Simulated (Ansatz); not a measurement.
Start from Sn in the diamond structure (space group Fd-3m, No. 227; a = 6.5688 Å). Axes: x, y, z lie along the cube axes.

All numbers come from r2SCAN (Ansatz, a program for electronic structure, PAW, without spin-orbit coupling), earlier PAW set.

Strains are applied to the cell and any free atomic positions relax; under biaxial strain the out-of-plane vector relaxes too.

One change was made to it. Results:

The energy goes up by 0.4 meV/atom; the pressure goes from zero to 0.4 GPa; the band gap is still zero.

Problem. Name the change that was made.
A) isotropic strain −0.31 %
B) biaxial strain +1.39 %, plane normal [111], relaxed out of plane
C) biaxial strain +1.17 %, plane normal [001], relaxed out of plane
D) strain tensor (xx, yy, zz, yz, xz, xy) = (+2.13, −0.65, −0.96, +1.63, −0.05, +0.73) %
E) isotropic strain −1.86 %

Solution. A, isotropic strain −0.31 %. For comparison, the energy relative to the base in the other runs: biaxial strain +1.39 %, plane normal [111], relaxed out of plane gives +3.9 meV/atom; strain tensor (xx, yy, zz, yz, xz, xy) = (+2.13, −0.65, −0.96, +1.63, −0.05, +0.73) % gives +6.7 meV/atom; biaxial strain +1.17 %, plane normal [001], relaxed out of plane gives +2.0 meV/atom; isotropic strain −1.86 % gives +16 meV/atom.

Whether these cells are dynamically stable was not tested. Gaps under 0.05 eV, about the width of the smearing, are given as zero.
